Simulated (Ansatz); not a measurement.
TiSi2: uniaxial strain ε_xx = −2.68 %

Consider TiSi₂ (space group Cmcm, No. 63; a = 3.5266 Å, b = 13.5168 Å, c = 3.5652 Å). Axes: x, y, z lie along a, b, c of the conventional cell.

Now apply this change: the cell is compressed by 2.68 % along x with no lateral relaxation; the atoms relax in the strained cell.

Calculations: r2SCAN (Ansatz, an electronic-structure program, PAW, no spin-orbit coupling). Settings: 14×14×13 k-points, 0.05 eV Fermi–Dirac smearing.

The volume per atom decreases by 0.38 Å³ to 13.78 Å³ and the space group remains Cmcm (No. 63). The shortest interatomic distance drops by 0.009 Å to 2.371 Å and the energy rises by 9.6 meV/atom. The pressure (mean of the normal stresses, compression positive) goes from zero to 4.4 GPa and the band gap stays zero. The stress (xx, yy, zz, yz, xz, xy; compression positive) is (8.3, 1.8, 3.1, 0.0, 0.0, 0.0) GPa (rough).

Without a gap, meshes like the base's 14×14×13 leave anisotropic stresses uncertain by several tenths of a GPa, and small strain energies with them. No phonon test of stability was made. The final runs are not spin-polarised.
